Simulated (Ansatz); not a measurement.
Band structure of NaTlO (P6_3mc, 6 atoms in the cell).

```
CELL_PARAMETERS angstrom
      3.48439     0.00000     0.00000
     -1.74219     3.01757     0.00000
      0.00000     0.00000    11.39459
ATOMIC_POSITIONS crystal
  Na 0.66667 0.33333 0.89389
  Na 0.33333 0.66667 0.39389
  Tl 0.33333 0.66667 0.11572
  Tl 0.66667 0.33333 0.61572
  O  0.00000 0.00000 0.99040
  O  0.00000 0.00000 0.49040
```

Level of theory: PBEsol, PAW files made with PBE (plane waves; Ansatz, a first-principles code).

Settings: kpoints.mp_grid.grid = 7 7 2; hamiltonian.xc = pbesol; hamiltonian.pseudopotentials = {kind: paw} (the program's default PAW files); scf.occupations.method = fixed; kpoints.band_path.npoints = 8.

The starting cell comes from a database of computed structures (which also holds hypothetical and non-ambient phases and stackings), without a prior relaxation at this level. Spin-orbit coupling is off.

**Question.** Predict the gap along the standard path and the places of the band edges.

**Answer.** The gap along the path is 0.92 eV, from a point between M and K to Γ; the smallest direct gap on it is 1.54 eV.

Levels in eV from the top of the valence band on the path, bands 25 to 32:
```csv
point,25,26,27,28,29,30,31,32
Γ,-0.76,-0.76,-0.76,-0.63,0.92,2.88,5.00,7.59
M,-1.19,-1.18,-0.64,-0.18,1.81,2.53,5.08,5.44
K,-1.68,-1.55,-0.03,-0.03,3.15,3.15,3.61,4.37
A,-0.76,-0.76,-0.76,-0.76,1.85,1.85,6.26,6.26
L,-1.19,-1.19,-0.42,-0.42,2.14,2.14,5.31,5.31
H,-1.62,-1.62,-0.02,-0.02,3.14,3.14,3.95,3.95
```

Keys are those of Ansatz 0.2.
